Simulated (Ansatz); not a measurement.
InAs: energy against strain

InAs (zinc blende, F-43m, 27.353 Å³/atom at rest) under an equal strain ε in the (001) plane with the normal axis free, as in a coherent film. LDA in Ansatz, a plane-wave DFT program (PAW, default set), 420 eV, 10×10×10 Γ-centred mesh, Fermi-Dirac smearing 0.05 eV; ions are relaxed within the symmetry of each cell.

Here s stands for strain and y for E less E0.

| strain (%) | E less E0 (meV/atom) |
|---|---|
| -3.00 | ? |
| -1.50 | 3.08 |
| -1.00 | 1.35 |
| -0.50 | 0.34 |
| 0.00 | 0.00 |
| 0.50 | 0.33 |
| 1.00 | 1.29 |
| 1.50 | 2.86 |

Task: Fit y against s with a parabola, and predict the withheld value at s = -3.00.

Result: Least squares gives y = 0.003 - 0.0564·s + 1.3186·s². Residuals (row less fit): 0.026, -0.028, -0.021, -0.003, 0.026, 0.025, -0.025; standard error 0.031 (degrees of freedom: 4). Twice the quadratic coefficient over the volume, 2 × 1.3186 meV × 10⁴ × 0.1602 / 27.353 Å³, is twice the biaxial elastic modulus of this plane = 154 ± 1.6 GPa. At the withheld row, y = 0.003 - 0.0564 × (-3.0) + 1.3186 × (-3.0)² = 12.040 meV/atom. The calculation gives 12.78 meV/atom, 0.740 meV/atom above the prediction (5.8 % of the range of y in the table). The row lies outside the fitted rows, so this is an extrapolation. From the scatter of the fitted rows alone, a prediction at this place has a standard error of 0.118 meV/atom, so the miss is 6.3 times that.

One order more, fitted to all 13 runs of the series, follows each within 0.01, so the miss is the next term of a smooth law. This level leaves no gap over 0.05 eV at strain -3.00, -1.50, -1.00, -0.50, 0.00, 0.50, where the mesh may be coarse. Rows are the converged runs of the series near zero and its far end; series whose fitted rows scatter by over a few per cent of the range, as at a crossing or softening among them, aren't shown in this form. Most that stay on the fit to the last digits aren't either.
